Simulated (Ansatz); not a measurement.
Ge (diamond structure), cut as (100) film, 6 layers, dihydride; geometry relaxed with PBE. The relaxation kept the symmetry of its start, so a lower minimum of less symmetry isn't excluded. The in-plane lattice is held at the bulk value. With PBE (Ansatz, an electronic-structure program) the gap on the k-mesh of the run is 1.43 eV. k-points: Γ-centred 7×7×1 mesh; occupations: Fermi-Dirac, 0.020 eV; spin polarisation not allowed. Scalar-relativistic, no spin-orbit coupling.

Q: What gap does HSE06 run with Ansatz give on the same geometry and mesh?

A: 2.12 eV, wider by 0.68 eV.
